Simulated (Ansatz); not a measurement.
Start from CoSn (space group P6/mmm, No. 191; a = 5.218 Å, c = 4.172 Å; non-magnetic). Axes: x lies along a and z along c of the hexagonal cell.

Method: PBEsol in Ansatz (plane waves to 420 eV, PAW, scalar-relativistic without spin-orbit coupling).

Before the change:

The pressure is 0.0 GPa and the shortest interatomic distance is 257.3 pm.

Perturbation: biaxial strain +0.43 %, plane normal [001], relaxed out of plane (Cartesian); in-plane vectors clamped, the third vector and the atoms free.

Task: What happens to the pressure?

Result: The pressure (mean of the normal stresses, compression positive) goes from zero to -0.9 GPa.

Task: Estimate the effect on the shortest interatomic distance.

Result: The shortest interatomic distance remains 257.3 pm.

Stability against distortions was not tested. Seeded moments were not kept for the base. The final runs are not spin-polarised.

Ansatz is an electronic-structure program.
